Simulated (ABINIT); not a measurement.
ABINIT is run on Pb (Fm-3m, 1 atom in the cell), and the run fails. The aim is a self-consistent single point with DFT, PBE, plane waves, PAW (JTH v2.0 PBE PAW).

Cell that was meant: a = 3.5281 Å, b = 3.5281 Å, c = 3.5281 Å, α = 60.00°, β = 60.00°, γ = 60.00°.

Part of the input:

```
natom 1
ntypat 1
znucl 82
typat 
xred    0.0000000000    0.0000000000    0.0000000000
ecut 544 eV
pawecutdg 1088 eV
```

Output, abridged:

```
 Netcdf library supports MPI-IO
-instrng: 30 lines of input have been read from file run.abi

 For atom type 1, psp file is ./Pb.GGA_PBE-JTH.xml

 inpspheads: deduce mpsang = 3, n1xccc = 1.

=======================================================
 invars1m : enter jdtset= 0

--- !WARNING
src_file: m_parser.F90
src_line: 353
message: |
    Attempted to read ndig: 4 integer digits
    from string(1:ndig)= `XRED` to initialize an integer variable
    iomsg: Bad integer for item 1 in list input
...

--- !ERROR
src_file: m_parser.F90
src_line: 2071
mpi_rank: 0
message: |
    An error occurred reading data for keyword ` TYPAT`,
    looking for 1 elements.
    There is a problem with the input string:
     XRED 0.0000000000 0.0000000000 0.0000000000 ECUT 544 EV PAWECUTDG 1088 EV PAWXCDEV 0 IXC 11 OCCOPT 7 TSMEAR 0.00999582 NBAND 12 KPTOPT 1 NGKPT 11 11 11 NSHIFTK 1 SHIFTK 0.5 0.5 0.5 CHKSYMBREAK 0 NSTEP 60 TOLDFE 1.0E-09 PRTWF 0 PRTDEN 0 ENUNIT 2
    Maybe a disagreement between the declared dimension of the array,
    and the number of items provided.
    Action: correct your input file and especially the keyword:  TYPAT
...

 abinit_abort: decision taken to exit. Check above messages for more info
Abort(13) on node 0 (rank 0 in comm 0): application called MPI_Abort(MPI_COMM_WORLD, 13) - process 0

--- !ERROR
src_file: m_parser.F90
src_line: 2071
mpi_rank: 0
message: |
    An error occurred reading data for keyword ` TYPAT`,
    looking for 1 elements.
    There is a problem with the input string:
     XRED 0.0000000000 0.0000000000 0.0000000000 ECUT 544 EV PAWECUTDG 1088 EV PAWXCDEV 0 IXC 11 OCCOPT 7 TSMEAR 0.00999582 NBAND 12 KPTOPT 1 NGKPT 11 11 11 NSHIFTK 1 SHIFTK 0.5 0.5 0.5 CHKSYMBREAK 0 NSTEP 60 TOLDFE 1.0E-09 PRTWF 0 PRTDEN 0 ENUNIT 2
    Maybe a disagreement between the declared dimension of the array,
    and the number of items provided.
    Action: correct your input file and especially the keyword:  TYPAT
...
```

**Question.** Read the log: what does the program object to, and what is the fix?

**Answer.** The fault is a list of atom types shorter than the atom count. Every atom needs a type. To fix it, complete the list. The program stopped before any SCF iteration.

The sound input it was made from differs as follows (other fixes are possible):
```diff
-typat 
+typat 1
```

With that input, the run converged in 11 iterations: free energy E − TS -1665.44 eV; Fermi level (on the code's own zero) 7.08 eV; pressure 0.89 GPa (DFT, PBE, plane waves, PAW (JTH v2.0 PBE PAW)).

On the sound input: the starting cell comes from a database of computed structures (which also holds hypothetical and non-ambient phases and stackings), without a prior relaxation at this level.
